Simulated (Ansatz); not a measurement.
Base system: ZrN in the rock salt structure (space group Fm-3m, No. 225).

```yaml
crystal:
  lattice:
    - [0.00000, 2.27612, 2.27612]
    - [2.27612, 0.00000, 2.27612]
    - [2.27612, 2.27612, 0.00000]
  atoms:
    - { symbol: N, position: [0.00000, 0.00000, 0.00000] }
    - { symbol: Zr, position: [0.50000, 0.50000, 0.50000] }
```

Cartesian axes are those of the cell as printed.

Level of theory: PBEsol in Ansatz (plane waves to 420 eV, PAW, without spin-orbit coupling).

Base values:

```
Item                              Value
-----------------------------  --------
Pressure                        0.0 GPa
Shortest interatomic distance  227.6 pm
```

Modification: a pure shear with ε_xz = ε_zx = -0.0067; the atoms relax in the strained cell.

Q: What does the calculation give for the energy relative to the base after the change?

A: The energy goes up by 0.8 meV/atom.

Q: Estimate the effect on the pressure.

A: The pressure (mean of the normal stresses, compression positive) is still 0.0 GPa.

Q: What happens to the shortest interatomic distance?

A: The shortest interatomic distance is still 227.6 pm.

Without a gap, meshes like the base's 18×18×18 leave anisotropic stresses uncertain by several tenths of a GPa, and small strain energies with them. Whether these cells are dynamically stable was not tested. All final runs are without spin polarisation. An odd electron count without spin: ZrN.

Ansatz is a quantum-chemistry and plane-wave program.
